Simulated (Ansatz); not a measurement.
Input:

End structure of a constructed model of the (111)A surface of 3C silicon carbide, Si-terminated, (√3x√3)R30° In adatom at T4 (bottom of the slab: 3 H on 3 bottom sites):

```
CELL_PARAMETERS angstrom
      4.64569     2.68219     0.00000
     -4.64569     2.68219     0.00000
      0.00000     0.00000    27.50000
ATOMIC_POSITIONS crystal
  C  0.00000 0.00000 0.33605
  C  0.33333 0.66667 0.33605
  C  0.66667 0.33333 0.33605
  Si 0.00000 0.33333 0.35904
  Si 0.33333 0.00000 0.35904
  Si 0.66667 0.66667 0.35904
  C  0.00000 0.33309 0.42789
  C  0.33309 0.00000 0.42789
  C  0.66691 0.66691 0.42789
  Si 0.00000 0.66617 0.45087
  Si 0.33383 0.33383 0.45087
  Si 0.66617 0.00000 0.45087
  C  0.00000 0.66590 0.51989
  C  0.33410 0.33410 0.51989
  C  0.66590 0.00000 0.51989
  Si 0.00000 0.00000 0.54201
  Si 0.33333 0.66667 0.54310
  Si 0.66667 0.33333 0.54310
  C  0.00000 0.00000 0.61005
  C  0.33333 0.66667 0.61266
  C  0.66667 0.33333 0.61266
  Si 0.00000 0.33262 0.63470
  Si 0.33262 0.00000 0.63470
  Si 0.66738 0.66738 0.63470
  H  0.00000 0.00000 0.29594
  H  0.33333 0.66667 0.29594
  H  0.66667 0.33333 0.29594
  In 0.00000 0.00000 0.70814
```

Model: 28-atom slab, 11.3 Å thick at the start with caps and adatoms (thin: gaps and levels are the slab's own), 6x6x1 mesh, Fermi-Dirac 0.025 eV, dipole correction, 6 atoms held, the rest relaxed; symmetry of the start imposed; no spin, no spin-orbit, no U. In PBE it is, or lies within 0.01 eV a 1x1 cell of, the lowest of the 2 structures of its composition computed so far; subsurface sites and larger cells were not tried.

**Question.** Predict the gap of the slab on its k-mesh from PBE (Ansatz, a quantum-chemistry and plane-wave program).

**Answer.** 1.34 eV

**Question.** Estimate the highest filled level below the top vacuum level that PBE returns for this input.

**Answer.** 4.36 eV
